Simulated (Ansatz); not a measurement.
Take SiC (space group P6_3mc, No. 186; a = 3.0776 Å, c = 10.0763 Å) as the base. Axes: x lies along a and z along c of the hexagonal cell.

Level of theory: plane-wave PAW DFT at the r2SCAN level (Ansatz, an electronic-structure program, 500 eV), no spin-orbit coupling.

Strains are applied to the cell and any free atomic positions relax; under biaxial strain the out-of-plane vector relaxes too; under stress the whole cell relaxes.

One change was made to it. Results:

| quantity | base | after |
|---|---|---|
| shortest interatomic distance | 1.883 Å | 1.856 Å |
| band gap | 2.60 eV | 2.30 eV |

Task: Name the change that was made.
(A) uniaxial stress, 8 GPa compression along x
(B) isotropic strain −0.52 %
(C) biaxial strain −3.50 %, plane normal [001], relaxed out of plane
(D) uniaxial strain ε_yy = −2.50 %

Result: D, uniaxial strain ε_yy = −2.50 %. For comparison, the shortest interatomic distance in the other runs: biaxial strain −3.50 %, plane normal [001], relaxed out of plane gives 1.835 Å; isotropic strain −0.52 % gives 1.873 Å; uniaxial stress, 8 GPa compression along x gives 1.871 Å.

Semilocal Kohn–Sham gaps tend to fall short of experiment. Beyond what the load breaks, stability against distortions was not tested.
